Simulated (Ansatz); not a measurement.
Be2B (Fm-3m), PBEsol, DFPT electron-phonon coupling, linearised Boltzmann equation run with Ansatz (a program for electronic structure): phonon-limited resistivity 4.81 μΩ·cm at 300 K, 8.16 μΩ·cm at 400 K, current-weighted mean free path 14.3 nm, Drude plasma energy 8.95 eV.

### Question
What temperature coefficient of resistance follows, and how does it compare with 1/T?

### Answer
(ρ₄₀₀ − ρ₃₀₀)/(100 K × ρ₃₀₀) = 6.96×10⁻³ K⁻¹, against 1/T = 3.33×10⁻³ K⁻¹ for a resistivity proportional to T. It lies higher because phonons are still being populated at 300 K; impurities would add a constant and lower it.

### Question
What is the classical skin depth at 10 GHz (nonmagnetic, μ₀ = 1.257×10⁻⁶ H/m)?

### Answer
δ = √(ρ/(π f μ₀)) = 1100 nm.

### Question
What Drude relaxation time do resistivity and plasma energy imply?

### Answer
ω_p = 1.36e16 s⁻¹, so τ = 1/(ε₀ ω_p² ρ) = 12.7 fs, a damping ħ/τ of 51.8 meV.

A metal at this level (no band gap). Only scattering by harmonic phonons is included (no impurities, grain boundaries, electron-electron scattering or thermal expansion). Spin-orbit coupling is left out. Halving the electron mesh (32x32x32) moves the resistivity by up to 1 % at 300 K, the mean free path by up to 3 %. Smearing 0.20 eV; phonons on a 5x5x5 q mesh, which this run doesn't test.

Computed structure with no diffraction record at hand here (it may be known, metastable or hypothetical): Be2B (Fm-3m).
